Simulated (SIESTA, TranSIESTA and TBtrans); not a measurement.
Run with TranSIESTA and TBtrans (open boundaries, self-consistent; PseudoDojo norm-conserving potentials, scalar-relativistic): Spin polarized, PAO.BasisSize DZP, PAO.EnergyShift 0.15 eV, XC.Authors PBE, Mesh.Cutoff 200 Ry, ElectronicTemperature 300 K, TS.Voltage 0.0 eV, TBT.Elecs.Eta 0.001 eV.

Device: Ta chain with one bond stretched by 0.6 Å. Leads: straight Ta chain, spacing 2.491 Å. Geometry: as built, not relaxed. Transport runs along z; the first 6 and the last 6 of the 20 atoms are the lead cells, repeated to infinity.

```xyz
20
Lattice="9.000 0.000 0.000 0.000 9.000 0.000 0.000 0.000 50.420" Properties=species:S:1:pos:R:3 pbc="F F T"
Ta     4.500     4.500     0.000
Ta     4.500     4.500     2.491
Ta     4.500     4.500     4.982
Ta     4.500     4.500     7.473
Ta     4.500     4.500     9.964
Ta     4.500     4.500    12.455
Ta     4.500     4.500    14.946
Ta     4.500     4.500    17.437
Ta     4.500     4.500    19.928
Ta     4.500     4.500    22.419
Ta     4.500     4.500    25.510
Ta     4.500     4.500    28.001
Ta     4.500     4.500    30.492
Ta     4.500     4.500    32.983
Ta     4.500     4.500    35.474
Ta     4.500     4.500    37.965
Ta     4.500     4.500    40.456
Ta     4.500     4.500    42.947
Ta     4.500     4.500    45.438
Ta     4.500     4.500    47.929
```
Starting moments (μB): atom 7 +1, atom 8 +1, atom 9 +1, atom 10 +1, atom 11 +1, atom 12 +1, atom 13 +1, atom 14 +1; lead atoms +1 (left) and +1 (right).

**Question.** Predict: conductance at 300 K (G0 = 2e²/h); thermopower (μV/K); mean T from −0.5 to 0.5 eV; spin polarisation of the conductance, (up − down)/(up + down).

**Answer.** conductance at 300 K (G0 = 2e²/h): 2.80; thermopower (μV/K): 2.6; mean T from −0.5 to 0.5 eV: 2.70; spin polarisation of the conductance, (up − down)/(up + down): 0.25. The magnetic order of the leads was set by the start, and no other order was tried; the separate lead runs end at 1.12 (left) and 1.12 (right) μB an atom. The straight chain is held at its spacing; free chains may zigzag or dimerise. Spin-orbit coupling, left out here, matters for the heavy atoms.
